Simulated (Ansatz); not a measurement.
Amorphous cells of O, Si (some with H): the gap between the highest filled and lowest empty level at the zone centre, by PBE and by a single point of r2SCAN on the same geometry (PBE, scalar-relativistic without spin-orbit coupling (plane waves to 420 eV, PAW; Ansatz, an electronic-structure program); r2SCAN at 500 eV). The networks come from melt-quench runs on the CHGNet potential at compositions and starting densities chosen by hand, with anions pushed apart in the CHGNet dynamics, and DFT then relaxed them. The cells are small and were quenched far faster than real films, so single cells scatter. Defect or tail levels can set these gaps. The rows are the first to finish with both values and no moments.

| cell | PBE gap x (eV) | r2SCAN gap y (eV) |
|---|---|---|
| A (Si40O20, 2.27 g/cm3) | 0.54 | 0.63 |
| B (Si32O32, 2.17 g/cm3) | 0.60 | 0.71 |
| C (Si24O47, 2.33 g/cm3) | 1.80 | 2.14 |
| D (Si26O46, 2.24 g/cm3) | 2.71 | 2.99 |
| E (Si24O47, 2.20 g/cm3) | 3.73 | 4.07 |
| F (Si24O48H2, 2.06 g/cm3) | 3.77 | withheld |
| G (Si24O47H2, 2.07 g/cm3) | 3.78 | 4.04 |
| H (Si24O49H2, 2.23 g/cm3) | 5.15 | 5.85 |

**Question.** Fit a straight line through the 7 full rows and predict the withheld value for F (Si24O48H2, 2.06 g/cm3).

**Answer.** Means: x = 2.616, y = 2.919. Slope = Σ(Δx Δy) / Σ(Δx²) = 19.86 / 18.07 = 1.1; the r.m.s. residual is 0.098. Prediction: 2.919 + 1.1 × (3.77 − 2.616) = 4.19. The run gave 4.05, 0.14 below the line.
